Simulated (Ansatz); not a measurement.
Take K2NaAsF6 (space group Fm-3m, No. 225; a cell from a computed database, its experimental status unchecked) as the base.

```
CELL_PARAMETERS angstrom
      0.00000     4.25053     4.25053
      4.25053     0.00000     4.25053
      4.25053     4.25053     0.00000
ATOMIC_POSITIONS crystal
  K  0.25000 0.25000 0.25000
  K  0.75000 0.75000 0.75000
  Na 0.50000 0.50000 0.50000
  As 0.00000 0.00000 0.00000
  F  0.24042 0.24042 0.75958
  F  0.75958 0.75958 0.24042
  F  0.75958 0.24042 0.24042
  F  0.24042 0.75958 0.75958
  F  0.24042 0.75958 0.24042
  F  0.75958 0.24042 0.75958
```

Cartesian axes are those of the cell as printed.

The values are results of DFT with r2SCAN, PAW potentials and a 500 eV plane-wave cutoff in Ansatz (a program for electronic structure), without spin-orbit coupling, not measurements.

Base values:

| Item | Result |
|---|---|
| Band gap | 4.96 eV |
| Shortest interatomic distance | 3.862 bohr |

The change: compressive biaxial strain of 4.18 % in the plane normal to [001], as in epitaxy on a mismatched substrate; the out-of-plane cell vector and the atoms relax.

Problem. What does the calculation give for the band gap, in-plane stress, energy relative to the base, shortest interatomic distance and ratio −ε⊥/ε∥ after the change?

Solution. The band gap drops by 0.15 eV, from 4.96 eV to 4.81 eV; the mean in-plane stress (compression positive) amounts to +5.8 GPa; the energy increases by 21 meV/atom; the shortest interatomic distance falls by 0.0967 bohr (3.862 bohr → 3.766 bohr); the ratio −ε⊥/ε∥ amounts to 0.57.

Whether these cells are dynamically stable was not tested.
